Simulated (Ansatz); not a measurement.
```yaml
crystal:
  lattice:
    - [-0.00507, -4.79921, -4.44966]
    - [0.00507, 4.79921, -4.44966]
    - [5.54128, 0.00586, 4.44966]
  atoms:
    - { symbol: Re, position: [0.58554, 0.41850, 0.24955] }
    - { symbol: Re, position: [0.20727, 0.54209, 0.99850] }
    - { symbol: Re, position: [0.70641, 0.04124, 0.99850] }
    - { symbol: Re, position: [0.33634, 0.17059, 0.75025] }
    - { symbol: Re, position: [0.45723, 0.78964, 0.50005] }
    - { symbol: Re, position: [0.96041, 0.29282, 0.50005] }
    - { symbol: Re, position: [0.08105, 0.91402, 0.24955] }
    - { symbol: Re, position: [0.82966, 0.66391, 0.75025] }
    - { symbol: Re, position: [0.54400, 0.21075, 0.50474] }
    - { symbol: Re, position: [0.16578, 0.33255, 0.24833] }
    - { symbol: Re, position: [0.66614, 0.83343, 0.24957] }
    - { symbol: Re, position: [0.29284, 0.95804, 0.00088] }
    - { symbol: Ru, position: [0.41668, 0.58306, 0.74973] }
    - { symbol: Re, position: [0.91788, 0.08454, 0.75242] }
    - { symbol: Re, position: [0.04136, 0.70758, 0.49894] }
    - { symbol: Ru, position: [0.79143, 0.45725, 0.99868] }
```

The mixing enthalpy is taken against the end members in the hexagonal close-packed type, relaxed in the same cell and mesh.

Level of theory: PBE (plane waves to 420 eV, PAW; Ansatz, a program for electronic structure). Spin–orbit coupling is left out; the runs are not spin-polarised. Its k-point mesh 6×6×6, Fermi–Dirac width 0.05 eV.

### Question
Give the composition and order of this alloy cell, and its volume, bond lengths and mixing enthalpy.

### Answer
A 16-atom cell of (Ru,Re) started in the hexagonal close-packed structure, site fractions Ru 0.125, Re 0.875, short-range order -0.05 among the nearest mixed sites of the first mixed sublattice (0 is random, a negative value favours unlike neighbours), space group Cm at the end.
volume per atom: 14.79 Å³
Re–Re bonds (within 1.22 times the sum of covalent radii): 2.759 Å on average, from 2.706 to 2.792 (73)
Re–Ru bonds (within 1.22 times the sum of covalent radii): 2.744 Å on average, from 2.713 to 2.782 (22)
Ru–Ru bonds (within 1.22 times the sum of covalent radii): 2.768 Å on average, from 2.768 to 2.768 (1)
mixing enthalpy per site of the mixed sublattice: -28 meV
departure of the mean lattice parameter from Vegard's line: under 0.15 %, inside the noise of the relaxations
